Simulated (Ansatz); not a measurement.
Input and output of a relaxation of cell and atoms for CsH (Pm-3m, 2 atoms in the cell) (Ansatz, a program for electronic structure).

Method of the run: LDA (PW92), default PAW files made with PBE (plane waves; Ansatz).

The change in words: atoms on their sites; basis.ecutwfc: 30.9 Ry → 61.7 Ry; relax: default → cell and atoms. Reference geometry:
```xyz
2
Lattice="3.7993 0.0000 0.0000 0.0000 3.7993 0.0000 0.0000 0.0000 3.7993" Properties=species:S:1:pos:R:3 pbc="T T T"
Cs     0.0000     0.0000     0.0500
H      1.8997     1.8997     1.8997
```

Reference input (self-consistent single point, DFT, LDA (PW92), plane waves, default PAW files made with PBE): basis.ecutwfc = 30.9 Ry; kpoints.mp_grid.grid = 7 7 7; hamiltonian.xc = lda; hamiltonian.pseudopotentials = {kind: paw} (the program's default PAW files); scf.occupations.method = fixed. This run's input differs from it in these lines:

Ansatz 0.2 input:
```diff
@@ -6,6 +6,6 @@
   atoms:
-    - { symbol: Cs, position: [0.00000000, 0.00000000, 0.01316000] }
+    - { symbol: Cs, position: [0.00000000, 0.00000000, 0.00000000] }
     - { symbol: H, position: [0.50000000, 0.50000000, 0.50000000] }
 basis:
-  ecutwfc: 30.9 Ry
+  ecutwfc: 61.7 Ry
 kpoints:
@@ -17,2 +17,4 @@
   occupations: { method: fixed }
+relax:
+  cell: {}
 output:
```

Output (repeated stretches shortened):

```
   [... SCF lines of the steps left out ...]
relax step   1: F+E_penalty+E_count = -5520.91741962 eV  Δ(F+E_penalty+E_count) = +0.000e0 eV  max|allowed force component| = 5.916e-31 eV/Å  Δτ_max = 0.0000 Å  P = -1.801 GPa  Ω = 54.842 Å³  (6 SCF iters, dr2 threshold 1.00e-7 eV, accepted)
relax step   2: F+E_penalty+E_count = -5520.94971424 eV  Δ(F+E_penalty+E_count) = -3.229e-2 eV  max|allowed force component| = 9.244e-31 eV/Å  Δτ_max = 0.0000 Å  P = -1.005 GPa  Ω = 51.229 Å³  energy of the carried Pulay correction = +6.177e-6 eV  [...]
relax step   3: F+E_penalty+E_count = -5520.95897770 eV  Δ(F+E_penalty+E_count) = -9.263e-3 eV  max|allowed force component| = 1.808e-31 eV/Å  Δτ_max = 0.0000 Å  P = +0.356 GPa  Ω = 47.299 Å³  energy of the carried Pulay correction = +1.339e-5 eV  [...]
relax step   4: F+E_penalty+E_count = -5520.95991783 eV  Δ(F+E_penalty+E_count) = -9.401e-4 eV  max|allowed force component| = 7.724e-31 eV/Å  Δτ_max = 0.0000 Å  P = +0.013 GPa  Ω = 48.129 Å³  energy of the carried Pulay correction = +1.182e-5 eV  [...]
relax step   5: F+E_penalty+E_count = -5520.95990945 eV  Δ(F+E_penalty+E_count) = +8.381e-6 eV  max|allowed force component| = 2.301e-31 eV/Å  Δτ_max = 0.0000 Å  P = +0.013 GPa  Ω = 48.129 Å³  stress off target by 1.31e-2 GPa  SCF on the basis [...]
basis re-selected at this cell: Δ(F+E_penalty+E_count) = +8.381e-6 eV, ΔP = -0.000 GPa vs the last step
the relaxation is at rest under the 48 symmetry operations that the run kept from its start: a minimum is not shown …
Stability not checked: this state was not tested for a lower state beside it, because too few of the mixer's solves of this state at the end of the SCF gave a …
Free energy (F): -5520.959909 eV
Internal energy: -5520.959909 eV  (E = F + TS)
   [... lines left out ...]
Fermi energy:    5.164147 eV
  cell:  # Å, volume = 48.1286 Å³
   [... lines left out ...]
    - [3.6374829236242245, -1.1395085504291146e-33, -1.4765462906968805e-33]
    - [-1.6530898689323772e-33, 3.6374829236242245, -1.2839532962581572e-34]
    - [6.419766481290786e-35, -1.2839532962581572e-34, 3.6374829236242245]
  atoms:
    - { symbol: Cs, position: [-2.8513948917092307e-35, -1.8481263186541993e-36, -2.1121443642289177e-36] }
    - { symbol: H, position: [0.5000000000000001, 0.5000000000000001, 0.5000000000000001] }
```

The run converged. 

Summary of the result:
```
Quantity                                                                            Value
------------------------------------------------  ---------------------------------------
Free energy E − TS (on the zero of these files)                             -5520.9599 eV
Top of the valence band (on the code's own zero)                                  5.16 eV
Gap on the k-point mesh                                                           2.81 eV
Pressure                                                                         0.01 GPa
Final cell                                        a = b = c = 3.637 Å, α = β = γ = 90.00°
Final volume per atom                                                            24.06 Å³
Relaxation steps                                                                        5
```

The starting cell comes from a database of computed structures (which also holds hypothetical and non-ambient phases and stackings), without a prior relaxation at this level. Its lattice was rescaled by up to half a per cent. The relaxation keeps the symmetry of its start, so its end need not be a minimum. Ansatz's pressure includes its estimate of the finite-basis (Pulay) stress.
